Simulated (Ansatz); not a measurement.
PbO under a change: biaxial strain +0.60 %, plane normal [001], relaxed out of plane

Consider PbO (space group P4/nmm, No. 129; a = 3.9696 Å, c = 4.7054 Å). Axes: x, y, z lie along a, b, c of the conventional cell.

Modification: tensile biaxial strain of 0.60 % in the plane normal to [001], as in epitaxy on a mismatched substrate; the out-of-plane cell vector and the atoms relax.

Calculations: PBEsol-D3(BJ) in Ansatz (plane waves to 420 eV, PAW, no spin-orbit coupling). k-mesh 8×8×7 (Γ-centred); smearing 0.05 eV (Fermi–Dirac).

```csv
quantity,base,changed,shift
volume per atom,18.54 Å³,18.58 Å³,+0.04 Å³
space group,P4/nmm (No. 129),P4/nmm (No. 129),–
"pressure (mean of the normal stresses, compression positive)",0.00 GPa,-0.46 GPa,-0.46 GPa
band gap,0.90 eV,0.95 eV,+0.05 eV
gap character,"indirect, M–Γ (79 % along) → M","indirect, M–Γ (79 % along) → M",–
width of the top valence band,1.70 eV,1.61 eV,-0.098 eV
out-of-plane strain,–,-0.97 %,–
```

Final structure (turned so that z lies along the plane normal):

```yaml
crystal:
  lattice:
    - [3.99341, 0.00000, 0.00000]
    - [0.00000, 3.99341, 0.00000]
    - [0.00000, 0.00000, 4.65966]
  atoms:
    - { symbol: Pb, position: [0.50000, 0.00000, 0.74898] }
    - { symbol: Pb, position: [0.00000, 0.50000, 0.25102] }
    - { symbol: O, position: [0.50000, 0.50000, 0.00000] }
    - { symbol: O, position: [0.00000, 0.00000, 0.00000] }
```

Spin-orbit coupling, missing from the scalar runs, can matter with Pb. Whether these cells are dynamically stable was not tested.

Ansatz is a program for electronic structure.
